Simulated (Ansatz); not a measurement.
**CrGe (model structure, started from the rocksalt type, Fm-3m, No. 225, 2 atoms in the cell)**

The numbers are results of PBEsol (Ansatz, a first-principles code, PAW), not measurements.

Numerical settings: plane-wave cutoff 500 eV, 14×14×14 k mesh, Fermi–Dirac smearing 0.05 eV, spin-polarised with parallel moments, scalar-relativistic PAW data made under PBE.

Cell (relaxed at this level):

```cif
data_Cr4Ge4
_chemical_formula_sum 'Ge4 Cr4'
_space_group_name_H-M_alt 'Fm-3m'
_space_group_IT_number 225
_space_group_name_Hall '-F 4 2 3'
_cell_length_a 4.93329
_cell_length_b 4.93329
_cell_length_c 4.93329
_cell_angle_alpha 90.000
_cell_angle_beta 90.000
_cell_angle_gamma 90.000
loop_
_atom_site_label
_atom_site_type_symbol
_atom_site_symmetry_multiplicity
_atom_site_Wyckoff_symbol
_atom_site_fract_x
_atom_site_fract_y
_atom_site_fract_z
_atom_site_occupancy
Ge1 Ge 4 a 0.00000 0.00000 0.00000 1
Cr1 Cr 4 b 0.50000 0.50000 0.50000 1
```
(The calculation used a cell of 2 atoms; values per cell refer to that cell.)

```yaml
band_gap: zero (no gap)
```

Note: the magnetic order was assumed, not searched for or taken from measurement; the relaxation could raise the start's symmetry but not lower it, so the cell can be a saddle point.

Spin–orbit coupling is not included.

Static lattice: no zero-point or thermal effects.

The result took about 70 core-seconds (a rough figure).

A model structure was made by putting elements into a prototype or built by hand; it is no filed structure, need not be a known phase, and can be a saddle point held by its symmetry.
